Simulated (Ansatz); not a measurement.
The starting structures come from a database of crystals and need not be the phases stable at ambient conditions.

Tunnelling through a barrier is set by its complex band structure: the current falls as exp(−2κd) with the smallest κ.

Consider the following.

```yaml
crystal:
  lattice:
    - [7.19400, 0.00000, 0.00000]
    - [2.28714, 6.82075, 0.00000]
    - [2.45343, -3.41038, 4.20119]
  atoms:
    - { symbol: Cd, position: [0.00000, 0.00000, 0.00000] }
    - { symbol: In, position: [0.50000, 0.50000, 0.00000] }
    - { symbol: In, position: [0.75000, 0.75000, 0.50000] }
    - { symbol: Se, position: [0.13582, 0.59210, 0.96538] }
    - { symbol: Se, position: [0.37328, 0.89880, 0.49090] }
    - { symbol: Se, position: [0.59210, 0.13582, 0.03462] }
    - { symbol: Se, position: [0.89880, 0.37328, 0.50910] }
```

Space group of this cell: I-4. The cell is taken as given; by PBEsol its mean pressure is -1.0 GPa.

Transport runs along the normal of the first two printed cell vectors, the (110) plane of the conventional cell.

The gap is the functional's own. No spin-orbit coupling. Mid-gap values are interpolated on the energy grid.

**Question.** Estimate the band gap and the smallest decay constant κ at mid-gap that PBEsol (Ansatz, an electronic-structure program) returns for this system.

**Answer.** Gap 0.92 eV on a 8×8×8 mesh; κ = 0.077 1/Å, at the zone centre.
